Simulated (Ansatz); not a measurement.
## Co₂Si (model structure, started from the Cu2Sb type, P4/nmm, No. 129, 6 atoms in the cell)

Level of theory: PBEsol in Ansatz (plane waves, PAW).

Run with plane-wave cutoff 500 eV, 12×12×8 k mesh (along the axes of the cell as run), Fermi–Dirac smearing 0.05 eV, spin-polarised with parallel moments, scalar-relativistic PAW data made under PBE.

Cell (relaxed at this level):

```
CELL_PARAMETERS angstrom
      3.40569     0.00000     0.00000
      0.00000     3.40569     0.00000
      0.00000     0.00000     5.69537
ATOMIC_POSITIONS crystal
  Co 0.00000 0.00000 0.00000
  Co 0.50000 0.50000 0.00000
  Co 0.50000 0.00000 0.34327
  Co 0.00000 0.50000 0.65673
  Si 0.50000 0.00000 0.73340
  Si 0.00000 0.50000 0.26660
```

| Property | Result |
|---|---|
| band gap | none |

Note: the magnetic order was assumed, not searched for or taken from measurement; a magnet's gap depends somewhat on the PAW data; the moments ended far under their starting size, a low-moment state that need not be the lowest; the relaxation could raise the start's symmetry but not lower it, so the cell can be a saddle point.

Computed values are for the static lattice.

A model structure was made by putting elements into a prototype or built by hand; it is no filed structure, need not be a known phase, and can be a saddle point held by its symmetry.

Ansatz is a first-principles code.
